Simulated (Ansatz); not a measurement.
Structures of equal composition on the (0001) surface of hcp Ru: p(2x2), one Ru adatom; one added row of Ru in 4. The slabs share one bottom face, and each structure is named by its start. These are constructed structures in small cells; real faces may alloy, dewet or reconstruct in larger ones, and not all known structures of the face are among them. Slabs of about 11 Å, Fermi-Dirac smearing of 0.1 eV. Bottom of the slabs: a bare face, its two planes held. Relaxed from the named starts with such symmetry as they have, on meshes of like density; energies extrapolated to zero smearing; spin only where a row says so; no spin-orbit coupling, no U. Brackets mark spin-polarised runs, whose order is one that fits the cell. The cells differ, so small differences also carry the error of unlike k-meshes.

These are PBE (plane waves to 420 eV, PAW; Ansatz, a program for electronic structure) values and carry that method's errors.

### Question
Put the candidates in order of energy per 1x1 cell, lowest first, for PBE.

### Answer
one added row of Ru in 4 (0.00 eV), p(2x2), one Ru adatom (0.08 eV)
